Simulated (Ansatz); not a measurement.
# Point defect Cd on the Zn site (Cd_Zn) in chalcopyrite ZnGeP2

Computed with PBE, PAW (plane waves to 420 eV; Ansatz, a program for electronic structure). Set-up: 64-site cell; 2×2×2 shifted k-points; start: the Zn site; finite-size errors of tenths of an eV; flagged in the runs: a host whose relaxation on this sampling wasn't shown to rest.

Neighbours after relaxation, in Å: of the Cd atom: P 2.52, P 2.52, P 2.52, P 2.52.

| charge | moment (μB) | largest move off a lattice site (Å) |
|---|---|---|
| 0 | not spin-polarised | 0.14 |

Flagged in the runs: a host whose relaxation on this sampling wasn't shown to rest.

All states together cost around 12 core-minutes (rough).
